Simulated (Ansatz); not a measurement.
## CdTe: tensor shear ε_xy = +1.71 %

Take CdTe in the zinc blende structure (space group F-43m, No. 216; a = 6.409 Å) as the base. Axes: x, y, z lie along the cube axes.

One thing is altered: a pure shear with ε_xy = ε_yx = 0.0171, atoms relaxed at fixed cell.

Computed with Ansatz (a first-principles code) LDA, spin-orbit coupling left out. Settings: 9×9×9 k-points, 0.05 eV Fermi–Dirac smearing.

```tsv
quantity	base	changed	shift
space group	F-43m (No. 216)	Imm2 (No. 44)	–
shortest interatomic distance	2.775 Å	2.770 Å	-0.005 Å
energy relative to the base (free energy F)	0 meV/atom	+2.6 meV/atom	+2.6 meV/atom
pressure (mean of the normal stresses, compression positive)	0.00 GPa	-0.01 GPa	-0.01 GPa
band gap	0.61 eV	0.51 eV	-0.10 eV
gap character	direct at Γ	direct at Γ	–
valence-band top at Γ (three highest levels, from the VBM)	0.00, 0.00, 0.00 eV	0.00, -0.11, -0.19 eV	–
valley order (the lowest conduction-band minima on the path, energy above the VBM, named in the base's zone)	Γ 0.61 eV; L along ⟨111⟩ 1.68 eV	Γ 0.51 eV; L along [1-1-1] 1.46 eV; L along [111] 1.70 eV	–
largest internal atomic displacement	–	0.023 Å	–
stress (xx, yy, zz, yz, xz, xy; compression positive)	–	(0.00, 0.00, -0.01, 0.00, 0.00, -0.74) GPa	–
```

Final structure:

```xyz
2
Lattice="0.0548 3.2043 3.2043 3.2043 0.0548 3.2043 3.2591 3.2591 0.0000" Properties=species:S:1:pos:R:3 pbc="T T T"
Cd     0.0000     0.0000     0.0226
Te     1.6296     1.6296     1.5795
```

Cost of the whole job for the changed cell (relaxation, final SCF and bands): around 70 core-seconds (rough).

With Te present, leaving out spin-orbit coupling can change the band edges. The cells carry an imposed strain or load. Whether these cells are dynamically stable was not tested. k-point labels follow each cell's own Brillouin zone.
